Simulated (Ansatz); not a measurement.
The reference is CuI in the zinc blende structure (space group F-43m, No. 216; a = 6.0230 Å). Axes: x, y, z lie along the cube axes.

Modification: strain tensor (xx, yy, zz, yz, xz, xy) = (−0.42, −1.94, −0.75, +0.57, −1.03, +1.57) %, atoms relaxed at fixed cell.

Levels (all Ansatz, an electronic-structure program, PAW): r2SCAN (500 eV, no SOC); HSE06+SOC (420 eV, noncollinear with spin-orbit coupling).

The geometry is relaxed with r2SCAN.

```
Property                                      Value
----------------------------  ---------------------
r2SCAN valence-band top at Γ  0.00, -0.03, -0.05 eV
r2SCAN band gap                             1.73 eV
```

Task: What does HSE06+SOC give at this geometry for the valence-band top at Γ and band gap?

Result: The valence-band top at Γ (three highest Kramers pairs, from the VBM) goes from 0.00, -0.03, -0.05 eV to 0.00, -0.07, -0.70 eV; the band gap rises by 0.738 eV to 2.46 eV.

Single points use the geometry relaxed with r2SCAN. The spin-orbit shifts are approximate. Spin-orbit coupling, missing from the scalar runs, can matter with I. Whether these cells are dynamically stable was not tested. The runs without spin-orbit coupling are not spin-polarised.
